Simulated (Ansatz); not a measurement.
Here is the system:

```xyz
2
Lattice="0.0000 2.4444 2.4649 2.4444 0.0000 2.4649 2.4444 2.4444 0.0000" Properties=species:S:1:pos:R:3 pbc="T T T"
Y      0.0000     0.0000     0.0000
N      2.4444     2.4444     2.4649
```

Level of theory: r2SCAN with spin-orbit coupling, rigid bands (plane waves, PAW; Ansatz, an electronic-structure program). Condition of this run: uniaxial stress zz = -2 GPa (compression positive) (the target of the relaxation). Geometry: cell and atoms relaxed with r2SCAN, then loaded as said.

Q: Predict the hole conductivity mass (n e² τ/σ) at 300 K, by direction if it differs.

A: 0.48 (x), 0.48 (y), 0.89 (z) mₑ.

Q: Predict the electron conductivity mass (n e² τ/σ) at 300 K, by direction if it differs.

A: 0.25 (x), 0.25 (y), 0.191 (z) mₑ.

Q: And the band gap?

A: 0.55 eV at this level; semilocal functionals usually fall short of the measured gap.

Rigid bands, one relaxation time for all states, no polarons.
